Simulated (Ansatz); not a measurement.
Consider the formation energy of Cu2O (Pn-3m) from the elements. Reaction: 2 Cu (fcc) + 1/2 O2 (gas) → Cu2O (Pn-3m). Negative: the products are lower in energy. The value is per atom of the solid.

Cu2O (Pn-3m), 6 atoms in the cell; spin state with PBE: run without spin, k-point mesh 8×8×8 on the run's own vectors.
```cif
data_Cu4O2
_chemical_formula_sum 'Cu4 O2'
_space_group_name_H-M_alt 'P 1'
_space_group_IT_number 1
_cell_length_a 4.29823
_cell_length_b 4.29823
_cell_length_c 4.29823
_cell_angle_alpha 90.000
_cell_angle_beta 90.000
_cell_angle_gamma 90.000
loop_
_space_group_symop_operation_xyz
  'x, y, z'
loop_
_atom_site_label
_atom_site_type_symbol
_atom_site_fract_x
_atom_site_fract_y
_atom_site_fract_z
_atom_site_occupancy
Cu1 Cu 0.25000 0.25000 0.25000 1
Cu2 Cu 0.25000 0.75000 0.75000 1
Cu3 Cu 0.75000 0.75000 0.25000 1
Cu4 Cu 0.75000 0.25000 0.75000 1
O1 O 0.00000 0.00000 0.00000 1
O2 O 0.50000 0.50000 0.50000 1
```

Cu (fcc, Fm-3m), 1 atom in the cell; spin state with PBE: run without spin, k-point mesh 28×28×28 on the run's own vectors. Conventional cell: a = b = c = 3.6298 Å, α = β = γ = 90.00°.

An isolated O2 molecule (triplet) in a box of 11 × 11 × 13 Å.

Computed with Ansatz (plane waves, PAW), its default PAW set, cutoff 420 eV. The structures are at rest with PBE; other levels are single points on them. HSE06 runs on coarser k-point meshes, mended by the PBE difference between the two meshes. Some cells are metallic or hold partly filled levels, where a hybrid on a coarse mesh is less sure. Neutral cells; Fermi-Dirac smearing of at most 0.10 eV in the solids, energies taken to zero width. The lattices are those relaxed with PBE, so at other levels the solids can be strained, which adds to the spread. A dispersion term (D3(BJ), or D4 for r2SCAN) was computed beside these levels and is taken off wherever the name lacks it. Static lattices, no vibrational contributions. No structure search was made; lower ones may exist. No Hubbard U is applied.

Task: What value does PBE give?

Result: -0.39 eV/atom, for 2 Cu (fcc) + 1/2 O2 (gas) → Cu2O (Pn-3m).

Task: List the value at the remaining levels and say how far they part.

Result: 
| Functional | value (eV/atom) | less PBE |
|---|---|---|
| HSE06 | -0.50 | -0.11 |

The levels span 0.11 eV/atom, from HSE06 (-0.50) to PBE (-0.39).

Ansatz is a program for electronic structure.
